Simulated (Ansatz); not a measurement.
# PBE against r2SCAN: GaN

Start from GaN in the zinc blende structure (space group F-43m, No. 216; a = 4.549 Å).

(Cell as relaxed with PBE.)

Levels (all Ansatz, an electronic-structure program, PAW): PBE (420 eV, spin-orbit coupling left out); r2SCAN (500 eV, no SOC).

Each level relaxes its own structure.

```tsv
quantity	PBE	r2SCAN
volume per atom	11.76 Å³	11.37 Å³
lattice parameter a	4.549 Å	4.498 Å
band gap	1.54 eV	2.17 eV
gap character	direct at Γ	direct at Γ
electron mass	0.14 mₑ	0.17 mₑ
hole mass (degenerate bands, along [100])	0.14, 0.90, 0.90 mₑ	0.18, 0.86, 0.86 mₑ
```

PBE's volume per atom lies 0.39 Å³ above r2SCAN's (3.4 %); PBE's lattice parameter a lies 0.051 Å above r2SCAN's (1.1 %); PBE's band gap lies 0.63 eV below r2SCAN's; the two agree on the gap character. Neither level is exact; r2SCAN is the comparison here, not a measurement.

Effective masses come from finite differences of ±0.01 Å⁻¹. No phonon test of stability was made. This is not the structure that GaN has at room temperature and ambient pressure.
